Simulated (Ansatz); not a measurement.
# A computed series for TiB2: response to strain

Base system: TiB2 (space group P6/mmm, No. 191).

```
CELL_PARAMETERS angstrom
      3.01728     0.00000     0.00000
     -1.50864     2.61304     0.00000
      0.00000     0.00000     3.18495
ATOMIC_POSITIONS crystal
  Ti 0.00000 0.00000 0.00000
  B  0.33333 0.66667 0.50000
  B  0.66667 0.33333 0.50000
```

Cartesian axes are those of the cell as printed.

Strains are applied to the cell and any free atomic positions relax; under biaxial strain the out-of-plane vector relaxes too.

Levels (all Ansatz, a program for electronic structure, PAW, earlier PAW set): PBEsol (420 eV, spin-orbit coupling left out); r2SCAN (500 eV, no SOC); PBEsol+SOC (420 eV, with spin-orbit coupling).

Pressures by level, all at the geometries relaxed with PBEsol:

```csv
case,PBEsol,r2SCAN,PBEsol+SOC
base,0.0 GPa,4.3 GPa,0.0 GPa
"biaxial strain −4.21 %, plane normal [001], relaxed out of plane",23.0 GPa,?,23.0 GPa
isotropic strain −1.04 %,8.9 GPa,?,8.9 GPa
isotropic strain −0.86 %,7.3 GPa,?,7.3 GPa
uniaxial strain ε_zz = −3.48 %,9.0 GPa,13.7 GPa,9.0 GPa
tensor shear ε_xz = +2.61 %,0.9 GPa,?,0.9 GPa
```

Q: Complete the table.

A: 
- biaxial strain −4.21 %, plane normal [001], relaxed out of plane, r2SCAN: 28.2 GPa
- isotropic strain −1.04 %, r2SCAN: 13.6 GPa
- isotropic strain −0.86 %, r2SCAN: 11.9 GPa
- tensor shear ε_xz = +2.61 %, r2SCAN: 5.3 GPa

Single points use the geometry relaxed with PBEsol. Their cutoffs differ, which shifts pressures a little. The mesh was chosen for an insulator and is coarse for the gapless case. Differences between runs with and without spin-orbit coupling are approximate. Without a gap, meshes like the base's 13×13×10 leave anisotropic stresses uncertain by several tenths of a GPa, and small strain energies with them. Stability against distortions was not tested. The runs without spin-orbit coupling are not spin-polarised.
